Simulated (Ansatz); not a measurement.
## CdTe: strain along the normal

CdTe (zinc blende, F-43m, 34.150 Å³/atom at rest) under an equal strain ε in the (111) plane with the normal axis free, as in a coherent film. PBEsol in Ansatz, a plane-wave DFT program (PAW, default set), 420 eV, 9×9×9 Γ-centred mesh, Fermi-Dirac smearing 0.05 eV; ions are relaxed within the symmetry of each cell.

Here s stands for strain and y for normal strain.

| strain (%) | normal strain (%) |
|---|---|
| -2.50 | ? |
| -1.25 | 1.06 |
| -0.83 | 0.70 |
| -0.42 | 0.36 |
| 0.00 | 0.00 |
| 0.42 | -0.33 |
| 0.83 | -0.66 |
| 1.25 | -1.01 |

The 7 complete rows are fitted with a straight line, y against s. Means: s 0, y 0.017. About the means, the sum of products is -4.0061 and the sum of squares of s is 4.8556; the slope is their ratio. Least squares gives y = 0.017 - 0.8250·s. Residuals (row less fit): 0.012, -0.002, -0.004, -0.017, -0.001, 0.008, 0.004; standard error 0.010 (degrees of freedom: 5). The slope, -0.82 ± 0.00, is the elastic response of the normal axis.

### Question
Predict the withheld y at s = -2.50 from the fit, and compare with the calculation.

### Answer
y = 0.017 - 0.8250 × (-2.50) = 2.079%. The calculation gives 2.14%, 0.061% above the prediction (1.9 % of the range of y in the table). The row lies outside the fitted rows, so this is an extrapolation. From the scatter of the fitted rows alone, a prediction at this place has a standard error of 0.016%, so the miss is 3.8 times that.

One order more, fitted to all 13 runs of the series, follows each within 0.01, so the miss is the next term of a smooth law. Rows are the converged runs of the series near zero and its far end; series whose fitted rows scatter by over a few per cent of the range, as at a crossing or softening among them, aren't shown in this form. Most that stay on the fit to the last digits aren't either.
